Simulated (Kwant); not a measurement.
Kwant, one-band effective-mass tight-binding model in one dimension, coherent, no space charge.

Model system: In0.53Ga0.47As/InP stack with 1 barrier. One parabolic valley. Leads of mass 0.041 mₑ with the band edge at 0; grid 0.1 nm; bias 0 V, dropping linearly over the stack.

```tsv
layer	thickness (nm)	band offset (eV)	mass (mₑ)
1	6.7	0.25	0.08
```

The device is made up for the run: typed textbook-type constants, with dimensions and the other settings drawn at random.

Sweep values stay those of the base run.

One input was changed, with this effect: transmission at E = 0.09114 eV 0.0017 → 0.00039; mean transmission over the sweep little changed (0.20); transmission at E = 0.2804 eV 0.20 → 0.23; transmission at E = 0.1858 eV 0.015 → 0.0057.

### Question
Which change was it?
A) thickness of the first barrier 6.7 → 8 nm
B) height of the first barrier 0.25 → 0.15 eV
C) mass in the first barrier 0.08 → 0.1 mₑ

### Answer
A, thickness of the first barrier 6.7 → 8 nm
